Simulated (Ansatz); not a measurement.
Base system: CdSe in the zinc blende structure (space group F-43m, No. 216).

```xyz
2
Lattice="0.0000 3.0037 3.0037 3.0037 0.0000 3.0037 3.0037 3.0037 0.0000" Properties=species:S:1:pos:R:3 pbc="T T T"
Cd     0.0000     0.0000     0.0000
Se     1.5019     1.5019     1.5019
```

Cartesian axes are those of the cell as printed.

Computed with LDA in Ansatz (plane waves to 420 eV, PAW, spin-orbit coupling left out).

Before the change:

| Quantity | Result |
|---|---|
| Band gap | 0.41 eV |
| Pressure | 0.0 kbar |

It is then changed as follows: the cell is stretched by 1.00 % along z with no lateral relaxation, atoms relaxed at fixed cell.

Estimate the effect on the energy relative to the base.

The energy grows by 0.6 meV/atom.

How does this affect the band gap?

The band gap shrinks by 0.031 eV to 0.37 eV.

How does this affect the pressure?

The pressure (mean of the normal stresses, compression positive) goes from zero to -5.6 kbar.

The cells carry an imposed strain or load. Whether these cells are dynamically stable was not tested.

Ansatz is an electronic-structure program.
